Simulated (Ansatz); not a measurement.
Hexagonal WC was calculated with revPBE (PAW; Ansatz, a first-principles code).

Settings: plane-wave cutoff 520 eV, 24×24×20 k mesh (along the axes of the cell as run), Fermi–Dirac smearing 0.05 eV, no spin polarisation, scalar-relativistic PAW data made under PBE.

Energies at three volumes about the minimum:

```csv
V (Å³/atom),E − E_lowest (meV/atom)
10.399,5.12
10.612,0.00
10.824,4.78
```

**Question.** Fit a parabola by hand: where is the minimum, and what is the bulk modulus?

**Answer.** Slopes: (0.00 − 5.12)/(10.612 − 10.399) = -24.038 and (4.78 − 0.00)/(10.824 − 10.612) = 22.547 meV/Å³. Curvature E″ = 2 × (22.547 − (-24.038))/(10.824 − 10.399) = 219.224 meV/Å⁶. From the middle of the first interval, the slope vanishes at V0 = 10.5055 − (-24.038)/219.224 = 10.615 Å³/atom. B = V0 E″ = 10.615 × 219.224 meV/Å³ × 0.1602 GPa per meV/Å³ = 373 GPa. The full Birch–Murnaghan fit to all volumes gives V0 = 10.611 Å³/atom and B0 = 374 GPa.

Shape and atoms are relaxed at each volume.

Measured, for comparison: bulk modulus 384 ± 0.8 GPa (room temperature, no zero-point or thermal correction, adiabatic, ultrasonic, our sources range from 377 to 412; as tabulated in Compression behavior of WC and WC-6%Co up to 50 GPa (OSTI 1006718)). Computed (rounded) less measured: bulk modulus -3 % (-0.8 % to -9 % over the range).

Note: the bulk modulus comes from volumes at which shape and atoms were relaxed.
